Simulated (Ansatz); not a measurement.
The reference is TiO₂ in the rutile structure (space group P4_2/mnm, No. 136; a = 4.6434 Å, c = 2.9638 Å).

Method: PBE in Ansatz (plane waves to 420 eV, PAW, scalar-relativistic without spin-orbit coupling).

Base values:

The band gap is 1.86 eV. The pressure comes out as 0.00 GPa and the valence-band top at Γ is 0.00, -0.43, -0.43 eV.

The change: an isotropic linear strain of −1.80 %, atoms relaxed at fixed cell.

**Question.** How does this affect the largest internal atomic displacement?

**Answer.** The largest internal atomic displacement amounts to 0.013 Å.

**Question.** What does the calculation give for the band gap after the change?

**Answer.** The band gap goes up by 0.05 eV (1.86 eV → 1.91 eV).

**Question.** What happens to the pressure?

**Answer.** The pressure (mean of the normal stresses, compression positive) goes from zero to 13.21 GPa.

**Question.** What does the calculation give for the valence-band top at Γ after the change?

**Answer.** The valence-band top at Γ (three highest levels, from the VBM) changes from 0.00, -0.43, -0.43 eV to 0.00, -0.48, -0.48 eV.

Whether these cells are dynamically stable was not tested. The final runs are not spin-polarised.

Ansatz is a quantum-chemistry and plane-wave program.
